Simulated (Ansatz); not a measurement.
Checking a run of Ansatz (a program for electronic structure) on BeRe (Pm-3m, 2 atoms in the cell). The aim is a self-consistent single point with DFT, PBE, plane waves, default PAW files.

Cell that was meant: a = 2.8609 Å, b = 2.8609 Å, c = 2.8609 Å, α = 90.00°, β = 90.00°, γ = 90.00°.

Part of the input:

Ansatz 0.2 input:
```yaml
    - { symbol: Be, position: [0.00000000, 0.00000000, 0.00000000] }
    - { symbol: Re, position: [0.50000000, 0.50000000, 0.50000000] }
basis:
  ecutwfc: 145.0
kpoints:
  mp_grid:
    grid: [8, 8, 8]
[...]
scf:
  occupations:
    method: fermi_dirac
    width: 0.1
output:
  forces: true
  eigenvalues: true
```

The program printed (abridged):

```
   [... lines left out ...]
Symmetry: 48 space group operations
Space group: Pm-3m (ITA 221), of the structure as read, at distance tolerance 2.9e-5 Å
k-points: 35 of 512
Initial density: superposition of atomic densities (neutral atoms: chi_scale 0, normalization atom), corrected by the library's trained network
Initial wavefunctions: pseudopotential atomic-orbital guess
Eigensolver: davidson
Functional: x = pbe(κ = 0.804, μ = 0.2195149727645171), c = pbe(β = 0.06672455060314922)
SCF iter   1: F=—  HF=-10933.811073 eV  |F-HF|=—  |Δ(HF+E_count)|=         —  Δρ=2.49e-1  dr2=1.16e1  ethr=1.77e-3  ⟨swp⟩=5.2  Hψ=2369  notcnv=0
all-band conjugate gradients solve this SCF's bands
preconditioner: auto → none
SCF iter   2: F=—  HF=-10929.812215 eV  |F-HF|=—  |Δ(HF+E_count)|=    4.00e0  Δρ=1.44e-1  dr2=3.28e0  ethr=1.77e-3  ⟨swp⟩=2.1  Hψ=1188  notcnv=0  defer=4
   [... lines left out ...]
SCF iter   6: F=—  HF=-10928.073286 eV  |F-HF|=—  |Δ(HF+E_count)|=   3.90e-3  Δρ=6.45e-5  dr2=1.11e-6  ethr=5.88e-10  ⟨swp⟩=7.1  Hψ=2243  notcnv=0
SCF iter   7: F=—  HF=-10928.073285 eV  |F-HF|=—  |Δ(HF+E_count)|=   3.33e-7  Δρ=2.74e-5  dr2=1.71e-7  ethr=5.34e-9  ⟨swp⟩=1.5  Hψ=492  notcnv=0
SCF iter   8: F=-10928.073285 eV  HF=-10928.073285 eV  |F-HF|=1.21e-8  |Δ(HF+E_count)|=   4.79e-8  Δρ=9.22e-6  dr2=2.18e-8  ethr=5.88e-10  ⟨swp⟩=3.8  Hψ=1267  notcnv=0
SCF 1 converged in 8 iterations: F = -10928.073285 eV  dr2 = 2.18e-8
Free energy (F): -10928.073285 eV
Internal energy: -10928.033423 eV  (E = F + TS)
E sigma→0 (E₀):  -10928.053354 eV
Entropy (-TS):   -0.039862 eV (-19.931 meV/atom)
Fermi energy:    18.356772 eV
--- Forces (eV/Å), atoms counted from 1 ---
  atom   1  Be    -0.00000000     0.00000000     0.00000000
  atom   2  Re     0.00000000    -0.00000000    -0.00000000
--- Stress (GPa, compression-positive) ---
      -49.508047       0.000000       0.000000
        0.000000     -49.508047       0.000000
        0.000000       0.000000     -49.508047
  P = ⅓ Tr σ = -49.5080 GPa (-495.080 kbar)
  The stress holds the Pulay correction. Without it, at fixed plane waves, as pw.x and ABINIT print it: P = -613.9926 GPa
```

Question: Is anything amiss in this input, and did it matter?

Answer: The run is not sound. The fault is a basis or grid far too coarse for these potentials. Far below the cutoff that the potentials were made for, the basis cannot represent the orbitals near the nuclei, and energies, forces and above all the stress go wrong. To fix it, restore the cutoff that the potentials need and check convergence. The run converged in 8 iterations without an error; against the sound input the free energy goes up by 16.2 eV/atom and the pressure goes from -7.18 to -49.51 GPa. At a fixed set of plane waves, without the program's Pulay estimate, the pressure is -613.99 GPa against -7.29 GPa.

The sound input it was made from differs as follows (other fixes are possible):
```diff
-  ecutwfc: 145.0
+  ecutwfc: 30.9 Ry
-    width: 0.1
+    width: 0.0073 Ry
```

With that input, the run converged in 6 iterations: free energy E − TS (on the zero of these files) -10960.5656 eV; Fermi level (on the code's own zero) 17.45 eV; pressure -7.18 GPa (DFT, PBE, plane waves, default PAW files).

On the sound input: the starting cell was generated: these elements placed on a structure prototype, without a prior relaxation; it need not be a known phase or ordering of this composition. Its lattice was rescaled by a random factor within 2.5 % of one. Spin polarisation is off. With a pressure of about -7 GPa the cell is away from its equilibrium volume at this level. Ansatz's pressure includes its estimate of the finite-basis (Pulay) stress.
